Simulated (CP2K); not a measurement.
Input and output of a self-consistent single point for NiTeSe (P3m1, 3 atoms in the cell) (CP2K).

Level of theory: PBEsol, GPW, DZVP-MOLOPT-PBE-GTH basis, GTH-PBE potentials (POTENTIAL_UZH) (CP2K).

The change in words: lattice scaled by 0.98. Reference geometry:
```yaml
crystal:
  lattice:
    - [3.67925, 0.00000, 0.00000]
    - [-1.83963, 3.18632, 0.00000]
    - [0.00000, 0.00000, 5.10108]
  atoms:
    - { symbol: Ni, position: [0.00000, 0.00000, 0.01287] }
    - { symbol: Te, position: [0.66667, 0.33333, 0.74931] }
    - { symbol: Se, position: [0.33333, 0.66667, 0.23782] }
```

Reference input (self-consistent single point, DFT PBEsol, GPW, DZVP-MOLOPT-PBE-GTH basis, GTH-PBE potentials (POTENTIAL_UZH)): CUTOFF = 600 Ry; REL_CUTOFF = 50 Ry; SMEAR/METHOD = FERMI_DIRAC; ELECTRONIC_TEMPERATURE = 1160.45 K; KPOINTS/SCHEME = MONKHORST-PACK 7 7 5; XC_FUNCTIONAL = PBE:PBESOL; Ni/BASIS_SET = DZVP-MOLOPT-PBE-GTH-q18; Ni/POTENTIAL = GTH-PBE-q18; Te/BASIS_SET = DZVP-MOLOPT-PBE-GTH-q6; Te/POTENTIAL = GTH-PBE-q6; Se/BASIS_SET = DZVP-MOLOPT-PBE-GTH-q6; Se/POTENTIAL = GTH-PBE-q6. This run's input differs from it in these lines:

```diff
@@ -66,5 +66,5 @@
     &CELL
-      A 3.67925000 0.00000000 0.00000000
-      B -1.83962500 3.18632400 0.00000000
-      C 0.00000000 0.00000000 5.10107700
+      A 3.60566500 0.00000000 0.00000000
+      B -1.80283200 3.12259800 0.00000000
+      C 0.00000000 0.00000000 4.99905500
       PERIODIC XYZ
```

Output, abridged:

```
 SCF WAVEFUNCTION OPTIMIZATION

  Step     Update method      Time    Convergence         Total energy    Change
     1 NoMix/Diag. 0.20E+00      -     1.13879041      -187.6938433157 -1.88E+02
     2 Broy./Diag. 0.20E+00      -     0.14434897      -182.3539843229  5.34E+00
     3 Broy./Diag. 0.20E+00      -     0.14938030      -186.1116409491 -3.76E+00
     4 Broy./Diag. 0.20E+00      -     0.10857107      -187.5054275747 -1.39E+00
     5 Broy./Diag. 0.20E+00      -     0.18548617      -184.5008698989  3.00E+00
     6 Broy./Diag. 0.20E+00      -     0.01012640      -187.2389377467 -2.74E+00
   [... 11 lines left out ...]
    18 Broy./Diag. 0.20E+00      -     0.00001333      -187.1545212837  1.11E-04
    19 Broy./Diag. 0.20E+00      -     0.00000254      -187.1545000997  2.12E-05
    20 Broy./Diag. 0.20E+00      -     0.00000280      -187.1544832867  1.68E-05
    21 Broy./Diag. 0.20E+00      -     0.00000043      -187.1544791343  4.15E-06
  *** SCF run converged in    21 steps ***

  Overlap energy of the core charge distribution:               0.00000000035111
  Self energy of the core charge distribution:               -299.14586561433146
  Core Hamiltonian energy:                                     81.32908125693119
  Hartree energy:                                              51.38217402695147
  Exchange-correlation energy:                                -20.71833486097297
  Electronic entropic energy:                                  -0.00153394315978
  Fermi energy:                                                 0.31415264097000

  Total energy:                                              -187.15447913427067
  Total energy (extrapolated to T->0):                       -187.15371216269079

   [... lines left out ...]

 STRESS| Analytical stress tensor [bar]
 STRESS|                        x                   y                   z
 STRESS|      x        1.17120545623E+05   4.02969513278E+01   2.42599546970E+00
 STRESS|      y        4.02969513278E+01   1.17167020167E+05  -1.39223346313E+00
 STRESS|      z        2.42599546970E+00  -1.39223346313E+00   8.19831041285E+04
 STRESS| 1/3 Trace                                             1.05423556639E+05
```

The run converged in 21 iterations. Against the reference run the free energy rises by 48.3 meV/atom, the pressure goes from 2.93 to 10.54 GPa and the largest force goes from 0.537 to 1.204 eV/Å.

The starting cell comes from a database of computed structures (which also holds hypothetical and non-ambient phases and stackings), without a prior relaxation at this level. Its lattice was rescaled by a random factor within 2.5 % of one. For this run, on top of that: lattice scaled by 0.98. Spin polarisation is off, so a magnetic state, if there is one, cannot be reached. Values carry the incompleteness of an atom-centred basis. The potentials were made for another functional than the one used. With a pressure of about 11 GPa the cell is away from its equilibrium volume at this level. Forces in this geometry exceed 1 eV/Å.

Cost on one core of a shared machine: roughly 2 min.
